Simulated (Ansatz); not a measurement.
Base system: NaI in the rock salt structure (space group Fm-3m, No. 225).

```
CELL_PARAMETERS angstrom
      0.00000     3.26405     3.26405
      3.26405     0.00000     3.26405
      3.26405     3.26405     0.00000
ATOMIC_POSITIONS crystal
  Na 0.00000 0.00000 0.00000
  I  0.50000 0.50000 0.50000
```

Calculations: PBE, PAW, 420 eV (Ansatz, an electronic-structure program; no spin-orbit coupling).

For the base:

```
Item       Result
--------  -------
Band gap  3.58 eV
```

Perturbation: an isotropic linear strain of +1.50 %, atoms relaxed at fixed cell.

Estimate the effect on the energy relative to the base and band gap.

The energy rises by 3.1 meV/atom; the band gap decreases by 0.11 eV, from 3.58 eV to 3.47 eV.

With I present, leaving out spin-orbit coupling can change the band edges. No phonon test of stability was made.
